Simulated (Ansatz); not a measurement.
# Response to strain in Lu

The parent structure is Lu in the hcp (Mg type) structure (space group P6_3/mmc, No. 194; a = 3.443 Å, c = 5.367 Å; relaxed with 0.1 eV smearing).

Strains are applied to the cell and any free atomic positions relax.

The values are results of PBEsol (Ansatz, an electronic-structure program), no SOC, not measurements.

Candidates:
(a) isotropic strain +1.50 %
(b) isotropic strain −1.50 %
(c) isotropic strain +1.00 %
(d) isotropic strain +2.00 %

Notes on the quantities. energy relative to the base: free energy F.

Task: Order them by energy relative to the base, highest first.

Result: (d) isotropic strain +2.00 % (+15 meV/atom), (b) isotropic strain −1.50 % (+8.9 meV/atom), (a) isotropic strain +1.50 % (+8.3 meV/atom), (c) isotropic strain +1.00 % (+3.7 meV/atom)

Whether these cells are dynamically stable was not tested.
